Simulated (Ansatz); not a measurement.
Defect migration in zinc-blende GaAs: interstitial Li, charge state +1. The step: Li moves alone to another site; the atom moves 2.50 Å along (0.25, 0.25, -0.25) of the unit cell; the moving atom starts with neighbours 3 As at 2.52, As at 2.57; 3 Ga at 2.91, 3 Ga at 2.94 Å and ends with 6 As at 2.87; 3 Ga at 2.61, Ga at 2.63 Å. DFT values are from Ansatz (plane-wave PAW, 420 eV unless said) in a cell of 64 host sites, spin-restricted, static, with no finite-size correction. The charge state is imposed; whether it is stable for some Fermi level was not computed. Sites that were not tried may lie lower. For the PBE band: the saddle point's order was not checked, and it lies on a symmetry element of the cell, where a band can be held.

```
Level                                                                    Forward barrier (eV)  Cost of the band or of the saddle's single point
-----------------------------------------------------------------------  --------------------  ------------------------------------------------
CHGNet universal potential (has no charge state), its own band                           0.11                                                 -
PBE, one k-point at (0.250, 0.250, 0.250), band relaxed                                  0.46                    around 60 core-minutes (rough)
PBE, a 2×2×2 k-point mesh shifted by half a step, same geometries                        0.45                    around 13 core-minutes (rough)
r2SCAN at 500 eV, one k-point at (0.250, 0.250, 0.250), same geometries                     ?                            roughly 7 core-minutes
```

Problem. What belongs in the gaps?

Solution. 
- r2SCAN at 500 eV, one k-point at (0.250, 0.250, 0.250), same geometries, Forward barrier (eV): 0.49

Ansatz is an electronic-structure program.
